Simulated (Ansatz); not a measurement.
Defect: Si-vacancy pair (Si on one host Al site, one Al site vacant) in fcc Al, neutral cell. The step: a nearby Al atom hops onto the vacant site (Si-vacancy distance between ideal sites 2.86 Å throughout); the atom moves 2.73 Å along (-0.48, 0.48, 0.00) of the unit cell; the moving atom starts with neighbours Al at 2.79, Al at 2.82, 2 Al at 2.83, Al at 2.86, Al at 2.88, 2 Al at 2.89, 2 Al at 2.92; Si at 2.79 Å and ends with Al at 2.79, Al at 2.82, 2 Al at 2.83, Al at 2.86, Al at 2.88, 2 Al at 2.89, 2 Al at 2.92; Si at 2.79 Å. DFT values are from Ansatz (plane-wave PAW, 420 eV unless said) in a cell of 32 host sites, spin-restricted, static, with no finite-size correction. Forms of the defect that were not tried may lie lower. The order of the sites in energy changes with the mesh. For the PBE band: the saddle point's order was not checked, and it lies on a symmetry element of the cell, where a band can be held.

```csv
Level,Forward barrier (eV),Cost of the band or of the saddle's single point
"CHGNet universal potential (has no charge state), its own band",0.15,-
"PBE, a 4×4×4 k-point mesh shifted by half a step, band relaxed",0.50,roughly 30 core-minutes
"PBE, a 6×6×6 k-point mesh shifted by half a step, same geometries",0.50,around 6 core-minutes (rough)
"r2SCAN at 500 eV, a 4×4×4 k-point mesh shifted by half a step, same geometries",[?],very roughly 3 core-minutes
```

Task: What belongs in the gaps?

Result: 
- r2SCAN at 500 eV, a 4×4×4 k-point mesh shifted by half a step, same geometries, Forward barrier (eV): 0.60

Ansatz is a program for electronic structure.
